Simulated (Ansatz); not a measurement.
Start from Li2S in the anti-fluorite structure (space group Fm-3m, No. 225; a = 5.655 Å). Axes: x, y, z lie along the cube axes.

The change: compressive biaxial strain of 2.08 % in the plane normal to [111], as in epitaxy on a mismatched substrate; the out-of-plane cell vector and the atoms relax.

Calculations: PBEsol, PAW, 420 eV (Ansatz, a quantum-chemistry and plane-wave program; no spin-orbit coupling).

Q: Give the band edges at the high-symmetry points of the new zone, measured from its valence-band maximum.

A: 
```tsv
point	valence edge (eV)	conduction edge (eV)
Γ	0.00	4.30
T	-0.51	6.26
H₂	-1.97	5.34
H₀	-1.97	5.34
L	-0.60	6.14
S₀	-1.36	4.44
S₂	-1.36	4.44
F	-1.52	3.13
```

The gap is 3.13 eV, indirect, Γ → F.

Stability against distortions was not tested. k-point labels follow each cell's own Brillouin zone.
